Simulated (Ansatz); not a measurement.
Br on the 1x1 (0001) surface of hcp Ti, one in a 2x2 cell, energies for each (29.9 Å²). Energies are against ½ Br2(g), without zero-point or thermal terms; each row is named by its start.

Calculation: PBE (plane waves to 420 eV, PAW; Ansatz, a quantum-chemistry and plane-wave program).

Slab: 17 atoms, 6.8 Å thick at the start under the adsorbate (thin: gaps and levels are the slab's own); k 6x6x1, smearing 0.1 eV, dipole-corrected; 8 atoms held, the rest relaxed; each run with such symmetry as its start has; no spin, no spin-orbit, no U, no dispersion correction.

A negative adsorption energy means that the adsorbate is more stable on the surface than in its reference. Starts that drift may end in the same place. Heights count from the host atoms within 0.3 Å of the top one.

```json
[
 {"starting site": "top Ti", "E_ads (eV)": "-2.43", "height (Å)": "2.38", "nearest host atom (Å)": "Ti 2.38", "bonded to": "Ti", "Δ work function (eV)": "0.33", "lateral drift (Å)": "0.0"},
 {"starting site": "hollow Ti-Ti-Ti", "E_ads (eV)": "-3.20", "height (Å)": "2.00", "nearest host atom (Å)": "Ti 2.67", "bonded to": "3 Ti", "Δ work function (eV)": "-0.31", "lateral drift (Å)": "0.0"},
 {"starting site": "hollow Ti-Ti-Ti over Ti at depth 2.2 Å", "E_ads (eV)": "-3.12", "height (Å)": "2.09", "nearest host atom (Å)": "Ti 2.67", "bonded to": "3 Ti", "Δ work function (eV)": "-0.29", "lateral drift (Å)": "0.0"},
 {"starting site": "bridge Ti-Ti (span 2.9 Å)", "E_ads (eV)": "-3.20", "height (Å)": "1.99", "nearest host atom (Å)": "Ti 2.67", "bonded to": "3 Ti", "Δ work function (eV)": "-0.31", "lateral drift (Å)": "0.8"}
]
```
